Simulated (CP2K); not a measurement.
## Input and output of a self-consistent single point for Cd₃Ag (P-6m2, 4 atoms in the cell) (CP2K)

Method of the run: CP2K with LDA (Pade form), GPW, DZVP-MOLOPT-SR-GTH basis, GTH-PADE potentials (GTH_POTENTIALS).

This input was run:

```
&GLOBAL
  PROJECT run
  RUN_TYPE ENERGY_FORCE
  PRINT_LEVEL MEDIUM
&END GLOBAL
&FORCE_EVAL
  METHOD Quickstep
  STRESS_TENSOR ANALYTICAL
  &DFT
    BASIS_SET_FILE_NAME BASIS_MOLOPT
    POTENTIAL_FILE_NAME GTH_POTENTIALS
    &QS
      METHOD GPW
      EPS_DEFAULT 1E-10
    &END QS
    &MGRID
      CUTOFF 500
      REL_CUTOFF 40
      NGRIDS 5
    &END MGRID
    &SCF
      SCF_GUESS ATOMIC
      EPS_SCF 1E-7
      MAX_SCF 100
      ADDED_MOS 9
      &DIAGONALIZATION
        ALGORITHM STANDARD
      &END DIAGONALIZATION
      &MIXING
        METHOD BROYDEN_MIXING
        ALPHA 0.3
        NBUFFER 12
      &END MIXING
      &SMEAR ON
        METHOD GAUSSIAN
        SIGMA [eV] 0.1
      &END SMEAR
    &END SCF
    &KPOINTS
      SCHEME MONKHORST-PACK 8 8 2
      GAMMA_CENTERED T
    &END KPOINTS
    &XC
      &XC_FUNCTIONAL PADE
      &END XC_FUNCTIONAL
    &END XC
    &PRINT
      &MO
        EIGENVALUES T
        OCCUPATION_NUMBERS T
        NDIGITS 8
        FILENAME mo
        &EACH
          QS_SCF 0
        &END EACH
        ADD_LAST NUMERIC
      &END MO
      &MULLIKEN ON
      &END MULLIKEN
    &END PRINT
  &END DFT
  &SUBSYS
    &CELL
      ABC 3.10501000 3.10501040 9.64634000
      ALPHA_BETA_GAMMA 90.00000000 90.00000000 119.99999575
      PERIODIC XYZ
    &END CELL
    &COORD
      Cd       0.00000000     0.00000000     4.82317000
      Cd       1.55250655     0.89633844     2.29399612
      Cd       1.55250655     0.89633844     7.35234388
      Ag       0.00000000     0.00000000     0.00000000
    &END COORD
    &KIND Cd
      BASIS_SET DZVP-MOLOPT-SR-GTH-q12
      POTENTIAL GTH-PADE-q12
    &END KIND
    &KIND Ag
      BASIS_SET DZVP-MOLOPT-SR-GTH-q11
      POTENTIAL GTH-PADE-q11
    &END KIND
  &END SUBSYS
  &PRINT
    &FORCES ON
    &END FORCES
    &STRESS_TENSOR ON
    &END STRESS_TENSOR
  &END PRINT
&END FORCE_EVAL
```

Output (repeated stretches shortened):

```
 GLOBAL| Method name                                                        CP2K
 GLOBAL| Project name                                                        run
 GLOBAL| Run type                                                   ENERGY_FORCE

 CELL| Volume [angstrom^3]:                                            80.541419
 CELL| Vector a [angstrom]:       3.105     0.000     0.000   |a| =     3.105010
 CELL| Vector b [angstrom]:      -1.553     2.689     0.000   |b| =     3.105010
 CELL| Vector c [angstrom]:       0.000     0.000     9.646   |c| =     9.646340
 CELL| Angle (b,c), alpha [degree]:                                    90.000000
 CELL| Angle (a,c), beta  [degree]:                                    90.000000
 CELL| Angle (a,b), gamma [degree]:                                   119.999996
 CELL| Numerically orthorhombic:                                              NO
 CELL| Periodicity                                                           XYZ

 DFT| Spin restricted Kohn-Sham (RKS) calculation                            RKS
 DFT| Multiplicity                                                             2
 DFT| Number of spin states                                                    1
 DFT| Charge                                                                   0
 DFT| XC density smoothing                                                  NONE
 DFT| XC derivatives                                                          PW

 QS| Method:                                                                 GPW
 QS| Density plane wave grid type                        NON-SPHERICAL FULLSPACE
 QS| Number of grid levels:                                                    5
 QS| Density cutoff [a.u.]:                                                250.0
 QS| Multi grid cutoff [a.u.]: 1) grid level                               250.0
   [... lines left out ...]
 BRILLOUIN| Wavefunction type                                            COMPLEX
 BRILLOUIN| List of Kpoints [2 Pi/Bohr]                                       68
 BRILLOUIN| Number           Weight            X              Y              Z
 BRILLOUIN|     1           0.01562       -0.37500       -0.37500        0.00000
 BRILLOUIN|     2           0.01562       -0.37500       -0.37500        0.50000
 BRILLOUIN|     3           0.01562       -0.37500       -0.25000        0.00000
   [... 65 lines left out ...]
 *******************************************************************************

 Extrapolation method: initial_guess

 Re-scaling the density matrix to get the right number of electrons
                  # Electrons              Trace(P)               Scaling factor
                           47                47.000                        1.000

 Number of electrons:                                                         47
 Number of occupied orbitals:                                                 24
 Number of molecular orbitals:                                                33

 Number of orbital functions:                                                100
 Number of independent orbital functions:                                    100
 SCF WAVEFUNCTION OPTIMIZATION

  Step     Update method      Time    Convergence         Total energy    Change
     1 NoMix/Diag. 0.30E+00      -     0.52648045      -175.4888449406 -1.75E+02
     2 Broy./Diag. 0.30E+00      -     0.32194337      -177.6629587968 -2.17E+00
     3 Broy./Diag. 0.30E+00      -     0.15954936      -175.9750324002  1.69E+00
     4 Broy./Diag. 0.30E+00      -     0.01557636      -175.2370434364  7.38E-01
     5 Broy./Diag. 0.30E+00      -     0.00888861      -175.1631187293  7.39E-02
     6 Broy./Diag. 0.30E+00      -     0.00197235      -175.1632085661 -8.98E-05
     7 Broy./Diag. 0.30E+00      -     0.00053482      -175.1678969056 -4.69E-03
   [... 3 lines left out ...]
    11 Broy./Diag. 0.30E+00      -     0.00000801      -175.1678479970  1.63E-05
    12 Broy./Diag. 0.30E+00      -     0.00000277      -175.1678765237 -2.85E-05
    13 Broy./Diag. 0.30E+00      -     0.00000039      -175.1678782419 -1.72E-06
    14 Broy./Diag. 0.30E+00      -     0.00000011      -175.1678774002  8.42E-07
    15 Broy./Diag. 0.30E+00      -     0.00000002      -175.1678774065 -6.28E-09
  *** SCF run converged in    15 steps ***

  Electronic density on regular grids:        -46.9999999940        0.0000000060
  Core density on regular grids:               46.9999999941       -0.0000000059
  Total charge density on r-space grids:        0.0000000001
  Total charge density g-space grids:           0.0000000001

  Overlap energy of the core charge distribution:               0.00000000057985
  Self energy of the core charge distribution:               -281.45591680686232
  Core Hamiltonian energy:                                     91.47179531311858
  Hartree energy:                                              40.03999254870490
  Exchange-correlation energy:                                -25.22356776404217
  Smearing free energy correction:                             -0.00018069795502
  Fermi energy:                                                 0.27439677066427

  Total energy:                                              -175.16787740646890
  Total energy (extrapolated to sigma->0):                   -175.16778705749138

                     Mulliken Population Analysis

 #  Atom  Element  Kind  Atomic population                           Net charge
       1     Cd       1         12.040928                             -0.040928
       2     Cd       1         12.143163                             -0.143163
       3     Cd       1         12.143167                             -0.143167
       4     Ag       2         10.672742                              0.327258
 # Total charge                             47.000000                 -0.000000

 ENERGY| Total FORCE_EVAL ( QS ) energy [hartree]           -175.167877415269004

 FORCES| Atomic forces [hartree/bohr]
 FORCES|   Atom     x               y               z               |f|
 FORCES|      1  1.38118128E-08 -2.74952132E-08 -2.07092088E-08   3.70894089E-08
 FORCES|      2 -1.16083426E-06  6.81547250E-07  1.34860522E-03   1.34860589E-03
 FORCES|      3 -1.16083363E-06  6.90393278E-07 -1.34863669E-03   1.34863736E-03
 FORCES|      4  5.04235450E-08 -4.11055157E-08  5.23236316E-08   8.34862847E-08
 FORCES| Sum    -2.25743254E-06  1.30333980E-06  1.42723797E-10
 FORCES| Total atomic force                                       2.60666383E-06

 STRESS| Analytical stress tensor [bar]
 STRESS|                        x                   y                   z
 STRESS|      x       -3.08125819815E+04  -3.67234569566E+00   6.07875064595E-07
 STRESS|      y       -3.67234569566E+00  -3.08170341693E+04   5.30440595630E-02
 STRESS|      z        6.07875064595E-07   5.30440595630E-02  -7.74204713311E+04
 STRESS| 1/3 Trace                                            -4.63500291606E+04
```

The run converged in 15 iterations.

The starting cell comes from a database of computed structures (which also holds hypothetical and non-ambient phases and stackings), without a prior relaxation at this level. Values carry the incompleteness of an atom-centred basis. With a pressure of about -5 GPa the cell is away from its equilibrium volume at this level.

Cost on one core of a shared machine: roughly 2 min.
